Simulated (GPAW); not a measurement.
# A self-consistent single point of MnCoO₄ (P2/m, 6 atoms in the cell) with GPAW

Level of theory: LDA (Perdew-Wang 92), GPAW PAW datasets LDA (gpaw-data 1.0.1) (plane waves; GPAW).

This input was run:

```python
from ase import Atoms
from ase.units import GPa
from gpaw import GPAW

atoms = Atoms(['Mn', 'Co', 'O', 'O', 'O', 'O'],
              cell=[[5.017106, 0.000000, 0.000000],
                    [0.000000, 2.919083, 0.000000],
                    [-1.702758, 0.000000, 4.763424]],
              positions=[[-0.851379, 1.459542, 2.381712],
                         [1.657174, 0.000000, 2.381712],
                         [0.004667, 0.000000, 3.342066],
                         [3.309681, 0.000000, 1.421358],
                         [2.457482, 1.459542, 3.336588],
                         [0.856866, 1.459542, 1.426836]],
              pbc=True)

atoms.set_initial_magnetic_moments([4.0, 3.0, 0.0, 0.0, 0.0, 0.0])

calc = GPAW(spinpol=True,
            mode={'name': 'pw', 'ecut': 900},
            xc='LDA',
            kpts={'size': (4, 7, 4), 'gamma': True},
            occupations={'name': 'methfessel-paxton', 'width': 0.2, 'order': 0},
            nbands=-12,
            convergence={'density': 1e-05},
            symmetry={'symmorphic': False, 'tolerance': 0.0005},
            maxiter=120)

atoms.calc = calc

energy = atoms.get_potential_energy()
print('Energy (eV):', round(energy, 6))
forces = atoms.get_forces()
print('Forces (eV/Ang):')
print(forces.round(5))
stress = atoms.get_stress()
print('Stress (GPa, Voigt):', (stress / GPa).round(4))
```

The program printed (abridged):

```
Input parameters:
  convergence: {density: 1e-05}
  kpts: {gamma: True,
         size: (4, 7, 4)}
  maxiter: 120
  mode: {ecut: 900,
         name: pw}
  nbands: -12
  occupations: {name: methfessel-paxton,
                order: 0,
                width: 0.2}
  spinpol: True
  symmetry: {symmorphic: False,
             tolerance: 0.0005}

species:
  Mn:
    name: Manganese
    Z: 25.0
    valence: 15
    core: 10
    charge: 0.0
    file: Mn.LDA.gz

    # Using partial waves for Mn as LCAO basis

  Co:
    name: Cobalt
    Z: 27.0
    valence: 9
    core: 18
    charge: 0.0
    file: Co.LDA.gz

    # Using partial waves for Co as LCAO basis

  O:
    name: Oxygen
    Z: 8.0
    valence: 6
    core: 2
    charge: 0.0
    file: O.LDA.gz

    # Using partial waves for O as LCAO basis

Reference energy: -77405.370951  # eV

Spin-polarized calculation.
Initial magnetic moment: 7.000000

Convergence criteria:
 Maximum [total energy] change in last 3 cyles: 0.0005 eV / valence electron
 Maximum integral of absolute [dens]ity change: 1e-05 electrons / valence electron
 Maximum integral of absolute [eigenst]ate change: 4e-08 eV^2 / valence electron
 Maximum number of scf [iter]ations: 120

Symmetries present (total): 4
Symmetries with fractional translations: 0
112 k-points: 4 x 7 x 4 Monkhorst-Pack grid + [1/8,0.000000,1/8]
40 k-points in the irreducible part of the Brillouin zone
       k-points in crystal coordinates                weights
   0:     0.00000000    0.00000000    0.00000000          1/112
   1:     0.00000000    0.00000000    0.25000000          2/112
   2:     0.00000000    0.00000000    0.50000000          1/112
   [... 7 lines left out ...]
          ...
  39:     0.50000000    0.42857143    0.50000000          2/112

Wave functions: Plane wave expansion
  Cutoff energy: 900.000 eV
  Number of coefficients (min, max): 4258, 4292
  Pulay-stress correction: 0.000000 eV/Ang^3 (de/decut=0.000000)

   [... lines left out ...]
  XC and Coulomb potentials evaluated on a 70*42*70 grid
  External potential:
    NoExternalPotential

Number of atoms: 6
Number of atomic orbitals: 38
Number of bands in calculation: 39
Number of valence electrons: 48
Bands to converge: occupied

Density initialized from atomic densities
  38 bands from LCAO basis set
  1 band from random numbers

Atomic positions and initial magnetic moments

Positions:
   0 Mn    -0.851379    1.459542    2.381712    ( 0.0000,  0.0000,  4.0000)
   1 Co     1.657174    0.000000    2.381712    ( 0.0000,  0.0000,  3.0000)
   2 O      0.004667    0.000000    3.342066    ( 0.0000,  0.0000,  0.0000)
   3 O      3.309681    0.000000    1.421358    ( 0.0000,  0.0000,  0.0000)
   4 O      2.457482    1.459542    3.336588    ( 0.0000,  0.0000,  0.0000)
   5 O      0.856866    1.459542    1.426836    ( 0.0000,  0.0000,  0.0000)

Unit cell:
           periodic     x           y           z      points  spacing
  1. axis:    yes    5.017106    0.000000    0.000000    35     0.1350
  2. axis:    yes    0.000000    2.919083    0.000000    21     0.1390
  3. axis:    yes   -1.702758    0.000000    4.763424    35     0.1361

  Lengths:   5.017106   2.919083   5.058616
  Angles:   90.000000 109.670199  90.000000

Effective grid spacing dv^(1/3) = 0.1395
     iter     time        total  log10-change:  magmom
                         energy   eigst   dens
iter:   1 --:--:--   -54.266355                   +7.0031
iter:   2 --:--:--   -52.244324   -1.11  -1.05    +6.1184
iter:   3 --:--:--   -50.729079   -1.36  -1.17    +5.4507
iter:   4 --:--:--   -50.946998   -2.30  -1.43    +4.1665
iter:   5 --:--:--   -50.975166   -1.83  -1.50    +3.8507
iter:   6 --:--:--   -50.816628   -2.56  -1.68    +3.9367
iter:   7 --:--:--   -50.923247   -2.59  -1.91    +3.8901
iter:   8 --:--:--   -50.836263   -3.71  -1.97    +3.8013
iter:   9 --:--:--   -50.808248   -3.15  -2.07    +3.6993
iter:  10 --:--:--   -50.783655   -3.31  -2.27    +3.6754
iter:  11 --:--:--   -50.780100   -3.56  -2.54    +3.6736
iter:  12 --:--:--   -50.779005c  -4.49  -2.92    +3.6669
iter:  13 --:--:--   -50.778825c  -5.26  -2.96    +3.6417
iter:  14 --:--:--   -50.778725c  -4.95  -2.99    +3.6333
iter:  15 --:--:--   -50.778688c  -5.11  -3.18    +3.6188
iter:  16 --:--:--   -50.778594c  -5.80  -3.34    +3.6247
   [... lines left out ...]
iter:  52 --:--:--   -50.874049c  -4.38  -2.79    +2.0042
iter:  53 --:--:--   -50.874224c  -5.95  -2.80    +2.0037
iter:  54 --:--:--   -50.872278c  -4.50  -2.80    +2.0040
   [... 7 lines left out ...]
iter:  62 --:--:--   -50.869047c  -6.72  -3.60    +2.0061
iter:  63 --:--:--   -50.869003c  -6.54  -3.64    +2.0061
iter:  64 --:--:--   -50.868926c  -6.62  -3.71    +2.0060
iter:  65 --:--:--   -50.868874c  -6.71  -3.83    +2.0060
iter:  66 --:--:--   -50.868844c  -6.71  -3.97    +2.0059
iter:  67 --:--:--   -50.868836c  -7.67c -4.13    +2.0059
iter:  68 --:--:--   -50.868812c  -7.37  -4.22    +2.0059
iter:  69 --:--:--   -50.868818c  -8.12c -4.34    +2.0059
iter:  70 --:--:--   -50.868818c  -7.79c -4.37    +2.0059
iter:  71 --:--:--   -50.868824c  -8.10c -4.60    +2.0059
iter:  72 --:--:--   -50.868836c  -8.05c -4.75    +2.0059
iter:  73 --:--:--   -50.868836c  -9.00c -4.85    +2.0059
iter:  74 --:--:--   -50.868841c  -9.10c -4.90    +2.0059
iter:  75 --:--:--   -50.868845c  -8.83c -4.98    +2.0059
iter:  76 --:--:--   -50.868844c  -9.67c -5.20c   +2.0059
Converged after 76 iterations.

Dipole moment: (0.000000, 0.000008, -0.000000) |e|*Ang

Total magnetic moment: (0.000000, 0.000000, 2.005924)
Local magnetic moments:
   0 Mn ( 0.000000,  0.000000,  2.713770)
   1 Co ( 0.000000,  0.000000, -0.634264)
   2 O  ( 0.000000,  0.000000, -0.019965)
   3 O  ( 0.000000,  0.000000, -0.019965)
   4 O  ( 0.000000,  0.000000, -0.034172)
   5 O  ( 0.000000,  0.000000, -0.034172)

Energy contributions relative to reference atoms: (reference = -77405.370951)

Kinetic:        +15.001288
Potential:      -23.356873
External:        +0.000000
XC:             -43.426019
Entropy (-ST):   -0.061846
Local:           +0.943682
SIC:             +0.000000
--------------------------
Free energy:    -50.899767
Extrapolated:   -50.868844

Spin contamination: 0.916046 electrons
Showing only first 2 kpts
                      Up                     Down
 Kpt  Band  Eigenvalues  Occupancy  Eigenvalues  Occupancy
  0    22      1.73396    1.00000      1.79260    1.00000
  0    23      1.83855    1.00000      3.41657    0.00000
  0    24      2.25967    0.99912      3.74383    0.00000
  0    25      2.95349    0.03767      4.20394    0.00000

  1    22      1.51861    1.00000      1.87507    1.00000
  1    23      1.83819    1.00000      3.41063    0.00000
  1    24      2.29750    0.99788      3.78196    0.00000
  1    25      3.04551    0.00757      4.17739    0.00000

Fermi level: 2.70198

No gap
No difference between direct/indirect transitions
Energy (eV): -50.868844

Forces in eV/Ang:
  0 Mn    0.00000    0.00000    0.00000
  1 Co    0.00000    0.00000    0.00000
  2 O    -0.18350    0.00000   -1.40511
  3 O     0.18350    0.00000    1.40511
  4 O     0.27043    0.00000   -1.41334
  5 O    -0.27043    0.00000    1.41334

Stress tensor:
     0.143353     0.000000    -0.002061
     0.000000     0.151768     0.000000
    -0.002061     0.000000     0.088458
Stress (GPa, Voigt): [22.9677 24.3159 14.1725  0.     -0.3302  0.    ]
```

The run converged in 76 iterations. GPAW prints stress with tension positive.

At such cutoffs GPAW's stress carries a finite-basis (Pulay) error, which enters relaxed cells too; its log prints stress with tension positive.

The starting cell comes from a database of computed structures (which also holds hypothetical and non-ambient phases and stackings), without a prior relaxation at this level. Its lattice was rescaled by a random factor within 2.5 % of one. The magnetic order is the one reached from the typed start; others were not searched systematically. Forces in this geometry exceed 1 eV/Å.

Cost on one core of a shared machine: roughly 40 min.
